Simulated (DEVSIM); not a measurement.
Structure: Pd/SiO2/n-Ge capacitor, at 350 K.

Layer 1 from the left is SiO2, thickness (nm) 1.80. Layer 2 from the left is Ge, thickness (nm) 9200, Nd (cm⁻³) 4.2e15.

Metal gate on the left, work function 5.2 eV. Fixed charge at the semiconductor interface 1.8e10 cm⁻² (in units of +e); interface traps 4.6e12 cm⁻² eV⁻¹, uniform in energy, neutral level at 0.5 of the gap above the valence band.

This is a model device: material constants are rounded textbook-type values typed into the input, and sizes, dopings and lifetimes were drawn at random. Values at 300 K; Nc and Nv go as T^1.5, mobilities as T to minus their exponent, the gap by Varshni's rule with the affinity fixed.

SiO2: gap (eV) 9, affinity (eV) 0.9, permittivity 3.9. Ge: gap (eV) 0.664, affinity (eV) 4, permittivity 16, Nc (cm⁻³) 1.04e19, Nv (cm⁻³) 6e18, Varshni α (eV/K) 0.000477, Varshni β (K) 235.

DEVSIM, 1D Poisson equation in equilibrium, Boltzmann statistics, complete ionisation; no quantum confinement or tunnelling. Metal contacts follow the ideal Schottky-Mott rule: no Fermi-level pinning, no interface dipoles.

What does the simulation give for the threshold voltage (band bending 2φF), the minimum of the low-frequency capacitance, the flat-band voltage?

threshold voltage (band bending 2φF) 0.73 V; minimum of the low-frequency capacitance 0.575 μF/cm²; flat-band voltage 0.99 V.
